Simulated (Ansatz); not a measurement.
## Point defects in C

The parent structure is an 8-atom supercell of C in the diamond structure (space group Fd-3m, No. 227; a = 3.560 Å) at its relaxed geometry.

One neutral defect a cell, atoms relaxed at fixed cell.

Method: plane-wave PAW DFT at the r2SCAN level (Ansatz, an electronic-structure program, 500 eV), no SOC.

| case | largest displacement of a host atom from its site in the perfect cell | pressure |
|---|---|---|
| perfect supercell | – | 0.0 GPa |
| Pb on a C site | 0.26 Å | 234.6 GPa |
| Mo on a C site | 0.22 Å | 165.7 GPa |
| Li interstitial (started 1.45 Å from the nearest host atom) | 0.07 Å | 63.4 GPa |
| C vacancy | 0.10 Å | -0.5 GPa |

Other magnetic orders, which the real material may have, were not ruled out. The cell is small, so the values are those of an ordered compound at a high defect concentration; dilute-limit values will differ. A case with no gap was solved on a k-mesh chosen for an insulator, which is coarse for it. Seeded moments were not kept for Pb on a C site, Li interstitial (started 1.45 Å from the nearest host atom) and C vacancy.
